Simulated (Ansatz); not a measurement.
Start from NiSi2 (space group Fm-3m, No. 225; a = 5.444 Å; non-magnetic).

(Cell as relaxed with PBE.)

Levels (all Ansatz, an electronic-structure program, PAW, earlier PAW set): PBE (420 eV, without spin-orbit coupling); r2SCAN (500 eV, no spin-orbit coupling).

Each level relaxes its own structure.

```
base                      PBE    r2SCAN
-------------------  --------  --------
volume per atom      13.45 Å³  13.05 Å³
lattice parameter a   5.444 Å   5.390 Å
band gap                 zero      zero
```

It is then changed as follows: a hydrostatic pressure of 0.3 GPa.

| quantity | PBE | r2SCAN |
|---|---|---|
| lattice parameter a | 5.440 Å | ? |
| band gap | zero | ? |

**Question.** Predict the r2SCAN column.

**Answer.** 
- lattice parameter a, r2SCAN: 5.386 Å
- band gap, r2SCAN: zero

PBE's lattice parameter a lies 0.054 Å above r2SCAN's (1.0 %); the two agree on the band gap. Neither level is exact; r2SCAN is the comparison here, not a measurement.

Load acts through the strain it causes; cell and atoms are relaxed under it. Whether these cells are dynamically stable was not tested. Starting moments died away, wholly or in part, for the base; another magnetic solution may exist. All final runs are without spin polarisation.
